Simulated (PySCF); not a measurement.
PySCF 2.14.0, CAM-B3LYP/def2-tzvp: Si(Br)2 (Br[Si]Br), 3 atoms. The geometry is a generated start, not checked to be a minimum at this level.

```
Quantity                                  Result
-------------------------------  ---------------
task                                      energy
method                                 cam-b3lyp
basis                                  def2-tzvp
mol.max_memory                           7000 MB
mf.init_guess                    minao (default)
mf.DIIS                          CDIIS (default)
mf.diis_space                        8 (default)
mf.conv_tol                      1e-09 (default)
mf.grids.level                       3 (default)
basis functions (reference run)              133
grid points (reference run)                60032
```

```xyz
3

Si     0.0310     0.0166     0.9629
Br     0.9532    -1.4507    -0.4893
Br    -0.9842     1.4340    -0.4736
```

The reference run uses exact four-centre integrals. One run each, on a shared machine, so no times are given.

Settings tried, all else as in the reference:
- density fitting of J alone, exact K
- COSX exchange (sgx_fit, pjs) with fitted J, mf.with_df.grids_level_i = 1, mf.with_df.grids_level_f = 4
- COSX exchange (sgx_fit, pjs) with fitted J, mf.with_df.grids_level_i = 1, mf.with_df.grids_level_f = 3
- COSX exchange (sgx_fit, pjs) with fitted J, mf.with_df.grids_level_i = 1, mf.with_df.grids_level_f = 2 (default)
- density fitting, auxbasis = autoaux
- density fitting, auxbasis = def2-universal-jfit
- COSX exchange (sgx_fit, pjs) with fitted J, mf.with_df.grids_level_i = 1, mf.with_df.grids_level_f = 1
- density fitting

Problem. Which settings reproduce the reference to 1.0 meV/atom in energy?

Solution. Within it: density fitting; COSX exchange (sgx_fit, pjs) with fitted J, mf.with_df.grids_level_i = 1, mf.with_df.grids_level_f = 2 (default); density fitting, auxbasis = autoaux; density fitting of J alone, exact K; COSX exchange (sgx_fit, pjs) with fitted J, mf.with_df.grids_level_i = 1, mf.with_df.grids_level_f = 3; COSX exchange (sgx_fit, pjs) with fitted J, mf.with_df.grids_level_i = 1, mf.with_df.grids_level_f = 4. Outside: COSX exchange (sgx_fit, pjs) with fitted J, mf.with_df.grids_level_i = 1, mf.with_df.grids_level_f = 1; density fitting, auxbasis = def2-universal-jfit.

```tsv
setting	energy against the reference
density fitting	−0.13 meV/atom
COSX exchange (sgx_fit, pjs) with fitted J, mf.with_df.grids_level_i = 1, mf.with_df.grids_level_f = 2 (default)	−0.21 meV/atom
density fitting, auxbasis = autoaux	−0.23 meV/atom
density fitting of J alone, exact K	−0.45 meV/atom
COSX exchange (sgx_fit, pjs) with fitted J, mf.with_df.grids_level_i = 1, mf.with_df.grids_level_f = 3	−0.45 meV/atom
COSX exchange (sgx_fit, pjs) with fitted J, mf.with_df.grids_level_i = 1, mf.with_df.grids_level_f = 4	−0.46 meV/atom
COSX exchange (sgx_fit, pjs) with fitted J, mf.with_df.grids_level_i = 1, mf.with_df.grids_level_f = 1	−2.8 meV/atom
density fitting, auxbasis = def2-universal-jfit	+77000 meV/atom
```

Total energies are compared; such shifts often cancel in part in energy differences. sgx_fit (COSX, pjs=True) fits J as well, so its difference is the sum of the grid's shift in exchange and the fit's in Coulomb. def2-universal-jfit is made for Coulomb alone and misses functions that exchange needs. Also tried and not ranked: density fitting, auxbasis = def2-universal-jkfit (same energy as a listed run). The tolerance is a choice made for this comparison.
